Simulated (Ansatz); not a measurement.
## Hypothetical rock salt BeTe, pressure series

The parent structure is BeTe in the rock salt structure (space group Fm-3m, No. 225; a hypothetical phase, not in the database extracts checked).

```
BeTe
1.0
    0.00000     2.68032     2.68032
    2.68032     0.00000     2.68032
    2.68032     2.68032     0.00000
Te Be
1 1
Direct
  0.00000   0.00000   0.00000
  0.50000   0.50000   0.50000
```

Cell and atoms are relaxed at each pressure.

Computed with Ansatz (a program for electronic structure) PBE, no SOC, earlier PAW set.

| pressure (GPa) | volume per atom (Å³/atom) |
|---|---|
| -2 | 19.880 |
| 0 | 19.256 |
| 3 | 18.481 |
| 7 | 17.645 |
| 15 | 16.392 |
| 30 | ? |
| 50 | 13.442 |
| 75 | 12.279 |
| 100 | 11.438 |

Q: Fit the third-order Birch–Murnaghan form P(V) = (3B₀/2)[(V₀/V)^(7/3) − (V₀/V)^(5/3)]·[1 + (3/4)(B₀′ − 4)((V₀/V)^(2/3) − 1)] (squares taken in P) to the rows shown and predict the withheld row.

A: Least squares on the printed values gives V₀ = 19.251 Å³/atom, B₀ = 68.0 GPa, B₀′ = 4.0; this predicts 14.816 Å³/atom, and the run gives 14.814 Å³/atom, 0.002 lower.

Load acts through the strain it causes; cell and atoms are relaxed under it. Whether these cells are dynamically stable was not tested. Competing high-pressure phases were not computed. All final runs are without spin polarisation.
